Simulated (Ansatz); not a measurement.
Structures of equal composition on the (0001) surface of wurtzite GaN (Ga plane on top): 2x2 Mg adatom at H3; 2x2 Mg adatom at T4. The slabs share one bottom face, and each structure is named by its start. These are constructed structures in small cells; real faces may alloy, dewet or reconstruct in larger ones, and not all known structures of the face are among them. Slabs of about 14 Å, Fermi-Dirac smearing of 0.025 eV. Bottom of the slabs: H caps. Relaxed from the named starts with such symmetry as they have, on meshes of like density; energies extrapolated to zero smearing; spin only where a row says so; no spin-orbit coupling, no U. Brackets mark spin-polarised runs, whose order is one that fits the cell. Where a second, spin-polarised start was run, the lower counts.

Level of theory: r2SCAN, at the PBE geometry (plane waves to 500 eV, PAW; Ansatz, a program for electronic structure).

### Question
Put the candidates in order of energy per 1x1 cell, lowest first, for r2SCAN, at the PBE geometry.

### Answer
2x2 Mg adatom at T4 (0.000 eV [spin, 1.0 μB a cell], a narrow gap of 0.07 eV by band count), 2x2 Mg adatom at H3 (0.022 eV [spin, 1.0 μB a cell], no gap on the mesh)
